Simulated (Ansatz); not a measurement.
Worked example: self-consistent single point of Cs2InAuCl6 (Fm-3m, 10 atoms in the cell) in Ansatz (a program for electronic structure).

Level of theory: r2SCAN, default PAW files made with PBE (plane waves; Ansatz).

```
CELL_PARAMETERS angstrom
      0.00000     5.02668     5.02668
      5.02668     0.00000     5.02668
      5.02668     5.02668     0.00000
ATOMIC_POSITIONS crystal
  Cs 0.25000 0.25000 0.25000
  Cs 0.75000 0.75000 0.75000
  Au 0.50000 0.50000 0.50000
  In 0.00000 0.00000 0.00000
  Cl 0.74910 0.25090 0.25090
  Cl 0.25090 0.74910 0.74910
  Cl 0.25090 0.74910 0.25090
  Cl 0.74910 0.25090 0.74910
  Cl 0.25090 0.25090 0.74910
  Cl 0.74910 0.74910 0.25090
```

Reference input (self-consistent single point, DFT, r2SCAN, plane waves, default PAW files made with PBE): basis.ecutwfc = 36.7 Ry; kpoints.mp_grid.grid = 5 5 5; hamiltonian.xc = r2scan; hamiltonian.pseudopotentials = {kind: paw} (the program's default PAW files); scf.occupations.method = cold; scf.occupations.width = 0.0073 Ry. This run's input differs from it in these lines:

Ansatz 0.2 input:
```diff
@@ -20,3 +20,3 @@
 kpoints:
-  mp_grid: { grid: [5, 5, 5] }
+  mp_grid: { grid: [3, 3, 3] }
 hamiltonian:
```

Output (repeated stretches shortened):

```
SCF iter   1: F=—  HF=-36662.775941 eV  |F-HF|=—  |Δ(HF+E_count)|=         —  Δρ=7.67e-3  dr2=1.40e-1  dr2_τ=2.59e-2  ethr=1.77e-3  ⟨swp⟩=6.8  Hψ=925  notcnv=0  defer=8
all-band conjugate gradients solve this SCF's bands
preconditioner: auto → LDOS
SCF iter   2: F=—  HF=-36662.834698 eV  |F-HF|=—  |Δ(HF+E_count)|=   5.88e-2  S|Δr|=    0.00e0  Δρ=3.04e-3  dr2=2.78e-2  dr2_τ=1.56e-3  ethr=1.52e-4  ⟨swp⟩=2.0  Hψ=457  notcnv=0  defer=11
   [... lines left out ...]
SCF iter   6: F=—  HF=-36662.825737 eV  |F-HF|=—  |Δ(HF+E_count)|=   5.92e-4  S|Δr|=    0.00e0  Δρ=1.32e-4  dr2=4.40e-5  dr2_τ=6.71e-6  ethr=2.81e-6  ⟨swp⟩=2.0  Hψ=306  notcnv=0  defer=11
SCF iter   7: F=—  HF=-36662.825648 eV  |F-HF|=—  |Δ(HF+E_count)|=   8.96e-5  S|Δr|=    0.00e0  Δρ=3.14e-5  dr2=1.13e-6  dr2_τ=1.86e-7  ethr=4.78e-8  ⟨swp⟩=2.0  Hψ=394  notcnv=0  defer=11
SCF iter   8: F=-36662.825650 eV  HF=-36662.825650 eV  |F-HF|=2.05e-8  |Δ(HF+E_count)|=   1.85e-6  S|Δr|=    0.00e0  Δρ=6.63e-6  dr2=6.45e-8  dr2_τ=9.24e-9  ethr=1.09e-10  ⟨swp⟩=15.0  Hψ=1451  notcnv=0
SCF 1 converged in 8 iterations: F = -36662.825650 eV  dr2 = 6.45e-8
Stability not checked (fill_not_monotonic)
Free energy (F): -36662.825650 eV
Internal energy: -36662.824686 eV  (E = F + TS)
E sigma→0 (E₀):  -36662.825329 eV
Entropy (-TS):   -0.000963 eV (-0.096 meV/atom)
Fermi energy:    6.843879 eV
--- Forces (eV/Å), atoms counted from 1 ---
  atom   1  Cs     0.00000000     0.00000000     0.00000000
  atom   2  Cs     0.00000000     0.00000000     0.00000000
  atom   3  Au     0.00000000    -0.00000000    -0.00000000
  atom   4  In     0.00000000    -0.00000000     0.00000000
   [... lines left out ...]
  atom  10  Cl     0.00000000     0.00000000     0.76886294
--- Stress (GPa, compression-positive) ---
        6.381644      -0.000000      -0.000000
       -0.000000       6.381644      -0.000000
       -0.000000      -0.000000       6.381644
  P = ⅓ Tr σ = 6.3816 GPa (63.816 kbar)
  The stress holds the Pulay correction. Without it, at fixed plane waves, as pw.x and ABINIT print it: P = 6.3657 GPa
```

The run converged in 8 iterations. Against the reference run the free energy is nearly the same (within 1 meV/atom), the pressure hardly changes (6.36 to 6.38 GPa) and the largest force goes from 0.780 to 0.769 eV/Å.

The starting cell was generated: these elements placed on a structure prototype, without a prior relaxation; it need not be a known phase or ordering of this composition. Spin-orbit coupling is off. Ansatz's pressure includes its estimate of the finite-basis (Pulay) stress. The cutoff lies below the one recommended for these files. The run gives no clean gap (levels at the Fermi energy touch, overlap or are partly filled at this smearing), which alone does not show that the compound is a metal.
